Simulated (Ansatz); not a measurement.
## NbSi2 (model structure, from the CrSi2 type, P6₂22, No. 180): properties by level of theory

| level (code) | lattice parameter a (Å) | c axis length (Å) |
|---|---|---|
| PBE (Ansatz) | 4.812 | 6.615 |
| PBEsol (Ansatz) | 4.769 | 6.573 |
| PBE-D3(BJ) (Ansatz) | 4.749 | ? |

**Question.** What belongs in the gaps?

**Answer.** 
- PBE-D3(BJ) (Ansatz, a first-principles code), c axis length (Å): 6.551

Ansatz's density-functional and Hartree–Fock values are scalar-relativistic unless marked +SOC, with PAW data made under PBE.

Static lattice: no zero-point or thermal effects.

A model structure was made by putting elements into a prototype or built by hand; it is no filed structure, need not be a known phase, and can be a saddle point held by its symmetry.
